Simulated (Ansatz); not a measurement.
An Ansatz (a first-principles code) run: Na with a change (isotropic strain +3.00 %); Ansatz, PBEsol, PAW, cutoff 420 eV, scalar-relativistic without spin-orbit coupling.

Input:

Ansatz 0.2 input:
```yaml
crystal:
  lattice:
    - [-2.1493370291, 2.1493370291, 2.1493370291]
    - [2.1493370291, -2.1493370291, 2.1493370291]
    - [2.1493370291, 2.1493370291, -2.1493370291]
  atoms:
    - { symbol: Na, position: [0, 0, 0] }
basis: { ecutwfc: 420, ecutrho_ratio: 4, xc_grid: 2, fft_grid_basis: typed }
kpoints: { mp_grid: { grid: [22, 22, 22] } }
hamiltonian:
  xc: pbesol
  dispersion: none
  pseudopotentials: { kind: paw }
scf: { occupations: { method: fermi_dirac, width: 0.1 }, convergence: { dr2_threshold: 0.0000000001 } }
relax: { f_tol: 0.005, max_steps: 50 }
output: { forces: true, stress: true }
checkpoint: { write: state.ck, write_every: 1000 }
```

Output (explanatory and most iteration lines left out):

```
Relaxation: its limit of steps is 50 (relax.max_steps)
Pseudopotential: Na, paw, valence charge 9
Crystal: 1 atoms, lattice volume = 39.717 Å³
Basis set: ecut = 420 eV, 767 PW (Γ), exchange–correlation on 50×50×50 points (8 copies of the dense FFT grid, shifted against one another)
Bands: 9, of which v1, the nominal top of the filled ones, is band 5 counted from 1 (4 counted from 0)
Symmetry: 48 space group operations
Space group: Im-3m (ITA 229), of the structure as read, at distance tolerance 3.4e-5 Å
k-points: 328 of 10648
Functional: x = pbesol(κ = 0.804, μ = 0.12345679012345678), c = pbesol(β = 0.046)
SCF iter   1: F=—  HF=-1475.870849 eV  |F-HF|=—  |Δ(HF+E_count)|=         —  Δρ=1.52e-3  dr2=4.08e-4  ethr=1.77e-3  ⟨swp⟩=4.9  Hψ=18799  notcnv=0
SCF iter   2: F=—  HF=-1475.870372 eV  |F-HF|=—  |Δ(HF+E_count)|=   4.78e-4  Δρ=5.42e-4  dr2=7.28e-5  ethr=4.53e-6  ⟨swp⟩=2.2  Hψ=6718  notcnv=0
SCF 1 converged in 8 iterations: F = -1475.870375 eV  dr2 = 3.28e-12
relax step   1: F+E_penalty+E_count = -1475.87037523 eV  Δ(F+E_penalty+E_count) = +0.000e0 eV  max|allowed force component| = 0.000e0 eV/Å  Δτ_max = 0.0000 Å  (8 SCF iters, accepted)
SCF converged after 8 iterations
Free energy (F): -1475.870375 eV
Internal energy: -1475.854280 eV  (E = F + TS)
E sigma→0 (E₀):  -1475.862328 eV
Entropy (-TS):   -0.016095 eV (-16.095 meV/atom)
Fermi energy:    1.436948 eV
--- Forces (eV/Å), atoms counted from 1 ---
  atom   1  Na    -0.00000000     0.00000000    -0.00000000
--- Stress (GPa, compression-positive) ---
       -0.590059       0.000000      -0.000000
       -0.000000      -0.590059       0.000000
        0.000000      -0.000000      -0.590059
  P = ⅓ Tr σ = -0.5901 GPa (-5.901 kbar)
--- Relaxed structure (1 steps of the walk, 1 accepted, 0 SCFs on fresh bases) ---
  atoms:
    - { symbol: Na, position: [0.0, 0.0, 0.0] }
```

No phonon test of stability was made. The cell was made from Na in the bcc (W type) structure (space group Im-3m, No. 229) by this change: isotropic strain +3.00 %.
